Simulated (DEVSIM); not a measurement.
System: n-channel Ge planar bulk MOSFET with SiO2, at 300 K.

| Property | Result |
|---|---|
| Gate length | 50 nm |
| Source drain length | 40 nm |
| Dielectric thickness | 1.3 nm |
| Lateral straggle | 3.9 nm |
| Underlap | 0 nm |
| Junction depth | 15.9 nm |
| Substrate depth | 201 nm |
| Gate work function | 4.12 eV |
| Source and drain doping | 7e19 cm⁻³, Gaussian tails under the gate |
| Body doping | 1.4e18 cm⁻³ |
| Lifetime | 2e-8 s |
| Supply | 1 V |
| Halo peak | 4e18 cm⁻³ |
| Back or body bias | -0.5 V |

All mobilities are scaled by 0.3; velocity saturation, μ/(1 + (μE/vsat)^b)^(1/b) with b = 2 for electrons and 1 for holes and E the electric field along each mesh edge, is on. Mobility is μmin + (μ − μmin)/(1 + (N/Nref)^α).

Constants are typed, rounded textbook-type inputs, not results; the design itself was drawn at random and stands for no fabricated device. Values at 300 K.

Ge: gap (eV) 0.664, affinity (eV) 4, permittivity 16, Nc (cm⁻³) 1.04e19, Nv (cm⁻³) 6e18, μn (cm²/Vs) 3900, μp (cm²/Vs) 1900, μn,min 150, μp,min 100, Nref,n 2.6e17, Nref,p 4e17, αn 0.56, αp 0.6, vsat,n (cm/s) 6.5e6, vsat,p (cm/s) 6e6. SiO2: gap (eV) 9, affinity (eV) 0.9, permittivity 3.9.

Simulated with DEVSIM: 2D drift-diffusion, Boltzmann statistics, complete ionisation; no quantum confinement, tunnelling, impact ionisation, self-heating, contact resistance or fringe fields beside the gate. Metal contacts follow the ideal Schottky-Mott rule: no Fermi-level pinning, no interface dipoles.

Transfer curves, |Id| in μA/μm:

| Vg (V) | Vd = 0.05 V | Vd = 1 V |
|---|---|---|
| -0.3 | 1.172e-7 | 3.564e-7 |
| -0.25 | 2.025e-7 | 9.676e-7 |
| -0.2 | 5.600e-7 | 3.572e-6 |
| -0.15 | 2.101e-6 | 1.473e-5 |
| -0.1 | 8.731e-6 | 6.260e-5 |
| -0.05 | 3.727e-5 | 0.0002679 |
| 0 | 0.0001599 | 0.001147 |
| 0.05 | 0.0006854 | 0.004903 |
| 0.1 | 0.002930 | 0.02088 |
| 0.15 | 0.01247 | 0.08814 |
| 0.2 | 0.05264 | 0.3657 |
| 0.25 | 0.2190 | 1.460 |
| 0.3 | 0.8814 | 5.344 |
| 0.35 | 3.268 | 16.46 |
| 0.4 | 10.13 | 39.52 |
| 0.45 | 23.94 | 74.79 |
| 0.5 | 43.56 | 119.2 |
| 0.55 | 65.79 | 169.8 |
| 0.6 | 88.21 | 224.7 |
| 0.65 | 109.6 | 282.6 |
| 0.7 | 129.5 | 342.8 |
| 0.75 | 147.8 | 404.8 |
| 0.8 | 164.5 | 468.1 |
| 0.85 | 179.9 | 532.6 |
| 0.9 | 194.0 | 598.1 |
| 0.95 | 206.9 | 664.3 |
| 1 | 218.8 | 731.3 |

**Question.** Work out the subthreshold swing at low drain bias from the rows at -0.05 and 0 V, and compare it with the thermal limit.

**Answer.** log10(0.0001599/3.727e-5) = 0.632 over 50.0 mV, so S = 79.1 mV/decade. The limit kT/q ln 10 is 59.5 mV/decade; the ratio is 1.33. This is the steepest step of the table.

**Question.** Find both thresholds at the constant current 0.1 μA × (1 μm/L) a micrometre, and the DIBL.

**Answer.** The current is 2.00 μA/μm. Interpolating ln Id gives 0.331 V and 0.262 V; their difference over the 0.95 V of drain bias is 73 mV/V.

Source and drain are degenerate, where Boltzmann statistics are only rough. The electric field that drives the saturation includes the junctions' built-in field, which lowers the mobility there even at small currents: subthreshold currents come out too low, a known weakness of this choice.
